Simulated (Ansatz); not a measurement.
The structure below was relaxed with PBE (Ansatz, a quantum-chemistry and plane-wave program, PAW, spin-orbit coupling left out), at pressure −2 GPa.

```yaml
crystal:
  lattice:
    - [4.03620, 0.00000, 0.00000]
    - [0.00000, 4.03620, 0.00000]
    - [0.00000, 0.00000, 4.03620]
  atoms:
    - { symbol: Ba, position: [0.00000, 0.00000, 0.00000] }
    - { symbol: Ti, position: [0.50000, 0.50000, 0.50000] }
    - { symbol: O, position: [0.00000, 0.50000, 0.50000] }
    - { symbol: O, position: [0.50000, 0.50000, 0.00000] }
    - { symbol: O, position: [0.50000, 0.00000, 0.50000] }
```

Task: Find the space group and the Wyckoff positions.

Result: Space group Pm-3m (No. 221); a = 4.036 Å, b = 4.036 Å, c = 4.036 Å, α = 90.00°, β = 90.00°, γ = 90.00°

```json
[
 {"atom": "Ba", "site": "1a", "symmetry": "m-3m", "x": "0.0000", "y": "0.0000", "z": "0.0000"},
 {"atom": "Ti", "site": "1b", "symmetry": "m-3m", "x": "0.5000", "y": "0.5000", "z": "0.5000"},
 {"atom": "O", "site": "3c", "symmetry": "4/mm.m", "x": "0.0000", "y": "0.5000", "z": "0.5000"}
]
```

Task: Describe the coordination.

Result: The crystal has 5 atoms in its conventional cell. Lattice parameters: a = 4.0362 Å, b = 4.0362 Å, c = 4.0362 Å, α = 90.00°, β = 90.00°, γ = 90.00°. Ba is surrounded by 12 O at 2.854 Å (cuboctahedral). Ti is surrounded by 6 O at 2.018 Å (octahedral). O is surrounded by 2 Ti at 2.018 Å and 4 Ba at 2.854 Å (octahedral). (Neighbours: up to the widest gap in distance over summed covalent radii, below 1.35, at either atom; cation-cation and far metal-metal contacts left out.)

Load acts through the strain it causes; cell and atoms are relaxed under it. Stability against distortions was not tested. The final runs are not spin-polarised. The cell was made from BaTiO3 in the cubic perovskite structure (space group Pm-3m, No. 221) by this change: pressure −2 GPa. Many cubic perovskites are stable only at high temperature; tilts and polar distortions were not tested. This is not the structure that BaTiO3 has at room temperature and ambient pressure.
